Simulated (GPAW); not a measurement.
Band structure of InSb (Cmc2_1, 4 atoms in the cell).

```xyz
4
Lattice="2.3125 -4.0026 0.0000 2.3125 4.0026 0.0000 0.0000 0.0000 7.6163" Properties=species:S:1:pos:R:3 pbc="T T T"
In     2.3125     1.3458     3.7179
In     2.3125    -1.3458     7.5260
Sb     2.3125     1.3249     6.5641
Sb     2.3125    -1.3249     2.7560
```

Computed with PBEsol, GPAW PAW datasets PBEsol (made by gpaw-setup) (plane waves; GPAW 25.7.0).

Settings: mode = pw; ecut = 600 eV; xc = PBEsol; kpts = 6 6 3; mesh shift (steps) = 0 0 0; occupations.name = methfessel-paxton; occupations.width = 0.2 eV; occupations.order = 0; nbands = -10; symmetry.symmorphic = false; symmetry.tolerance = 0.0005; maxiter = 120; bandpath_npoints = 40.

The starting cell comes from a database of computed structures (which also holds hypothetical and non-ambient phases and stackings), without a prior relaxation at this level. Spin-orbit coupling is off. The run gives no clean gap (levels at the Fermi energy touch, overlap or are partly filled at this smearing), which alone does not show that the compound is a metal.

Levels in eV from the Fermi level, bands 25 to 32:
```json
[
 {"point": "Γ", "25": "-1.06", "26": "-0.50", "27": "-0.16", "28": "-0.03", "29": "-0.02", "30": "0.19", "31": "2.73", "32": "2.75"},
 {"point": "X", "25": "-3.54", "26": "-2.45", "27": "-2.45", "28": "-2.23", "29": "1.99", "30": "3.38", "31": "3.40", "32": "4.72"},
 {"point": "S", "25": "-3.27", "26": "-2.23", "27": "-1.91", "28": "-1.04", "29": "1.05", "30": "1.50", "31": "3.14", "32": "3.69"},
 {"point": "R", "25": "-1.85", "26": "-1.85", "27": "-1.73", "28": "-1.73", "29": "0.87", "30": "0.87", "31": "2.41", "32": "2.41"},
 {"point": "A", "25": "-3.00", "26": "-3.00", "27": "-1.48", "28": "-1.48", "29": "1.44", "30": "1.44", "31": "3.89", "32": "3.89"},
 {"point": "Z", "25": "-0.62", "26": "-0.62", "27": "-0.61", "28": "-0.61", "29": "0.74", "30": "0.74", "31": "3.43", "32": "3.43"},
 {"point": "Y", "25": "-3.27", "26": "-2.23", "27": "-1.92", "28": "-1.05", "29": "1.04", "30": "1.50", "31": "3.18", "32": "3.69"},
 {"point": "X1", "25": "-3.54", "26": "-2.45", "27": "-2.45", "28": "-2.23", "29": "1.99", "30": "3.38", "31": "3.40", "32": "4.72"},
 {"point": "A1", "25": "-3.00", "26": "-3.00", "27": "-1.48", "28": "-1.48", "29": "1.44", "30": "1.44", "31": "3.89", "32": "3.89"},
 {"point": "T", "25": "-1.84", "26": "-1.84", "27": "-1.73", "28": "-1.73", "29": "0.85", "30": "0.85", "31": "2.40", "32": "2.40"}
]
```

No band crosses the Fermi level by more than 0.03 eV along this path.
